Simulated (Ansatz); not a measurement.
# What 1 layer does to Bi

Base system: Bi in the A7 type structure (space group R-3m, No. 166; a = 4.5205 Å, c = 12.0283 Å (hexagonal axes); layered).

Perturbation: a free-standing slab of 1 layer (2 atoms, 2 a layer) is cut normal to the stacking axis, with 15 Å of vacuum and the in-plane cell relaxed.

Level of theory: Ansatz (a program for electronic structure), r2SCAN+rVV10, PAW, cutoff 500 eV, spin-orbit coupling left out. Settings: 13×13×1 k-points, 0.05 eV Fermi–Dirac smearing, for the changed cell.

- Layer's space group (with vacuum) = P-3m1 (No. 164)
- Shortest interatomic distance = 5.681 bohr (base 5.798 bohr)
- Band gap = 0.88 eV (base zero)
- Gap character = direct at Γ
- Electron mass (in plane) = 0.051 mₑ (at Γ)
- Valence-band top at Γ (three highest levels, from the VBM) = 0.00, 0.00, -0.95 eV
- Excess energy per area of both faces (slab less bulk energy over the cell's area: twice a surface energy) = 0.47 J/m²
- Thickness between the outermost nuclei = 1.72 Å
- In-plane lattice parameter a = 8.066 bohr (base 8.543 bohr)

The excess energy carries the mismatch between the slab's and the bulk's meshes. With Bi present, leaving out spin-orbit coupling can change the band edges. Effective masses come from finite differences of ±0.01 Å⁻¹. Stability against distortions was not tested. Labels are those of the standard path for the cell's own space group.
